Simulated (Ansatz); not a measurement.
# Response to strain in hypothetical rock salt GaSb

Base system: GaSb in the rock salt structure (space group Fm-3m, No. 225; a hypothetical phase, not in the database extracts checked; relaxed with 0.1 eV smearing).

```yaml
crystal:
  lattice:
    - [0.00000, 2.84949, 2.84949]
    - [2.84949, 0.00000, 2.84949]
    - [2.84949, 2.84949, 0.00000]
  atoms:
    - { symbol: Sb, position: [0.00000, 0.00000, 0.00000] }
    - { symbol: Ga, position: [0.50000, 0.50000, 0.50000] }
```

Cartesian axes are those of the cell as printed.

Strains are applied to the cell and any free atomic positions relax; under biaxial strain the out-of-plane vector relaxes too; under stress the whole cell relaxes.

Calculations: PBEsol/PAW in Ansatz (a program for electronic structure), without spin-orbit coupling.

Notes on the quantities. energy relative to the base: free energy F.

| case | volume per atom | energy relative to the base |
|---|---|---|
| base | 23.14 Å³ | 0 meV/atom |
| biaxial strain −1.08 %, plane normal [001], relaxed out of plane | 22.76 Å³ | +2.5 meV/atom |
| uniaxial strain ε_yy = −2.79 % | 22.49 Å³ | +8.3 meV/atom |
| uniaxial stress, 0.5 GPa compression along z | 23.08 Å³ | +0.1 meV/atom |
| uniaxial stress, 2 GPa tension along z | ___ | ___ |

Question: Some entries are withheld; estimate them.

Answer: 
- uniaxial stress, 2 GPa tension along z, volume per atom: 23.41 Å³
- uniaxial stress, 2 GPa tension along z, energy relative to the base: +2.8 meV/atom

Beyond what the load breaks, stability against distortions was not tested. The final runs are not spin-polarised.
